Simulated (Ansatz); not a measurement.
An Ansatz (a first-principles code) input (PBEsol (Ansatz), spin-orbit coupling left out):

Ansatz 0.2 input:
```yaml
crystal:
  lattice:
    - [0, 2.3036145783, 2.3036145783]
    - [2.3036145783, 0, 2.3036145783]
    - [2.3036145783, 2.3036145783, 0]
  atoms:
    - { symbol: Hf, position: [0, 0, 0] }
    - { symbol: C, position: [0.5, 0.5, 0.5] }
basis: { ecutwfc: 420, ecutrho_ratio: 4, xc_grid: 2, fft_grid_basis: typed }
kpoints: { mp_grid: { grid: [17, 17, 17] } }
hamiltonian:
  xc: pbesol
  dispersion: none
  pseudopotentials: { kind: paw }
scf: { occupations: { method: fermi_dirac, width: 0.05 }, convergence: { dr2_threshold: 0.0000000002 } }
output: { forces: true, stress: true }
checkpoint: { write: state.ck, write_every: 1000 }
```

Q: Which symmetry and how many k-points will the program report, and about how many plane waves at Γ?

A: Space group Fm-3m (ITA 225) with 48 operations, k-points 165 of 4913, and 531 plane waves at Γ.

Stability against distortions was not tested. All final runs are without spin polarisation. The cell is HfC in the rock salt structure (space group Fm-3m, No. 225).
